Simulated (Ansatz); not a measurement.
The cell is made up: elements placed on another compound's structure type, so the phase may be hypothetical.

By r2SCAN, the system below comes out a metal.

Data:

```
HfC
1.0
    4.53343     0.00000     0.00000
    0.00000     4.53343     0.00000
    0.00000     0.00000     4.53343
Hf C
3 3
Direct
  0.00000   0.50000   0.50000
  0.50000   0.00000   0.50000
  0.50000   0.50000   0.00000
  0.50000   0.00000   0.00000
  0.00000   0.50000   0.00000
  0.00000   0.00000   0.50000
```

Space group of this cell: Pm-3m. The cell was relaxed by PBE-D3(BJ); by r2SCAN its mean pressure is 1.9 GPa.

The current flows along the normal of the first two printed cell vectors. No spin-orbit coupling; the value is a mean over 0.1 eV about the Fermi level.

### Question
Compute, with r2SCAN in Ansatz (a first-principles code), the ballistic conductance per area.

### Answer
0.71 × 10¹⁵ S/m² for both spins.
